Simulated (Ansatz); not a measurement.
## A computed series for BaTiO3: response to strain

The parent structure is BaTiO$_{3}$ in the cubic perovskite structure (space group Pm-3m, No. 221).

```xyz
5
Lattice="4.0192 0.0000 0.0000 0.0000 4.0192 0.0000 0.0000 0.0000 4.0192" Properties=species:S:1:pos:R:3 pbc="T T T"
Ba     0.0000     0.0000     0.0000
Ti     2.0096     2.0096     2.0096
O      0.0000     2.0096     2.0096
O      2.0096     2.0096     0.0000
O      2.0096     0.0000     2.0096
```

Strains are applied to the cell and any free atomic positions relax.

Method: PBE (Ansatz, an electronic-structure program; PAW; 420 eV plane waves; scalar-relativistic without spin-orbit coupling).

Computed cases, in order: isotropic strain −3.81 %; isotropic strain −2.03 %; the unstrained base; isotropic strain +1.47 %.

Question: Between which two neighbouring cases does the gap turn between direct and indirect?

Answer: Between isotropic strain −3.81 % (2.00 eV, direct at Γ) and isotropic strain −2.03 % (1.92 eV, indirect, R → Γ). The whole series: isotropic strain −3.81 %: 2.00 eV, direct at Γ; isotropic strain −2.03 %: 1.92 eV, indirect, R → Γ; the unstrained base: 1.78 eV, indirect, R → Γ; isotropic strain +1.47 %: 1.69 eV, indirect, R → Γ.

Stability against distortions was not tested. The final runs are not spin-polarised. Many cubic perovskites are stable only at high temperature; tilts and polar distortions were not tested. This is not the structure that BaTiO3 has at room temperature and ambient pressure.
